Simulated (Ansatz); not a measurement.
Start from BN in the h-BN type structure (space group P6_3/mmc, No. 194; a = 2.500 Å, c = 6.525 Å; layered, stacked along the Cartesian z axis). Axes: x lies along a and z along c of the hexagonal cell.

All numbers come from r2SCAN+rVV10 in Ansatz (plane waves to 500 eV, PAW, no spin-orbit coupling), earlier PAW set.

For the base:

The band gap is 4.74 eV. The smallest direct gap comes out as 5.18 eV and the shortest interatomic distance is 1.443 Å.

It is then changed as follows: tensor shear ε_yz = +1.84 % (engineering shear γ = 0.0368); the atoms relax in the strained cell.

### Question
How does this affect the band gap, smallest direct gap, stress, energy relative to the base and shortest interatomic distance?

### Answer
The band gap falls by 0.02 eV (4.74 eV → 4.72 eV); the smallest direct gap decreases by 0.09 eV to 5.09 eV; the stress (xx, yy, zz, yz, xz, xy; compression positive) comes out as (-0.04, -0.17, 0.05, -0.22, 0.00, 0.00) GPa; the energy stays essentially unchanged; the shortest interatomic distance remains 1.443 Å.

Whether these cells are dynamically stable was not tested.

Ansatz is a quantum-chemistry and plane-wave program.
